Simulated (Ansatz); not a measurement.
Sb (space group I4_132, No. 214; a hypothetical phase, not in the database extracts checked)

```cif
data_Sb8
_chemical_formula_sum 'Sb8'
_space_group_name_H-M_alt 'I4132'
_space_group_IT_number 214
_space_group_name_Hall 'I 4bd 2c 3'
_cell_length_a 8.08808
_cell_length_b 8.08808
_cell_length_c 8.08808
_cell_angle_alpha 90.000
_cell_angle_beta 90.000
_cell_angle_gamma 90.000
loop_
_atom_site_label
_atom_site_type_symbol
_atom_site_symmetry_multiplicity
_atom_site_Wyckoff_symbol
_atom_site_fract_x
_atom_site_fract_y
_atom_site_fract_z
_atom_site_occupancy
Sb1 Sb 8 a 0.12500 0.12500 0.12500 1
```
(The calculation used a cell of 4 atoms; values per cell refer to that cell.)

Computed with PBE in Ansatz (plane waves to 420 eV, PAW, spin-orbit coupling left out). k-mesh 8×8×8 (Γ-centred); smearing 0.05 eV (Fermi–Dirac).

The volume per atom is 66.14 Å³ and the density is 3.06 g/cm³. The band gap is zero and the total energy is -6483.800 eV/atom (σ→0; compares only within this code and set-up).

No phonon test of stability was made.

Ansatz is a program for electronic structure.
